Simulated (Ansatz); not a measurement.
A computed series for TiS2: response to strain

Take TiS$_{2}$ in the CdI2 type structure (space group P-3m1, No. 164; layered, stacked along the Cartesian z axis; relaxed with 0.1 eV smearing) as the base.

```
CELL_PARAMETERS angstrom
      3.35942     0.00000     0.00000
     -1.67971     2.90935     0.00000
      0.00000     0.00000     5.52001
ATOMIC_POSITIONS crystal
  Ti 0.00000 0.00000 0.00000
  S  0.33333 0.66667 0.25887
  S  0.66667 0.33333 0.74113
```

Cartesian axes are those of the cell as printed.

Strains are applied to the cell and any free atomic positions relax; under biaxial strain the out-of-plane vector relaxes too.

Computed with PBE-D3(BJ) (Ansatz, a program for electronic structure), no spin-orbit coupling.

Only one of these has a band gap. Which?
(A) isotropic strain +4.31 %
(B) uniaxial strain ε_zz = +2.45 %
(C) biaxial strain +0.23 %, plane normal [001], relaxed out of plane
(D) biaxial strain +1.72 %, plane normal [001], relaxed out of plane

A, isotropic strain +4.31 %. Computed: isotropic strain +4.31 %: 0.14 eV; biaxial strain +1.72 %, plane normal [001], relaxed out of plane: zero; uniaxial strain ε_zz = +2.45 %: zero; biaxial strain +0.23 %, plane normal [001], relaxed out of plane: zero

Whether these cells are dynamically stable was not tested. The final runs are not spin-polarised. The zero or small gap of TiS2 can change with the level of theory.
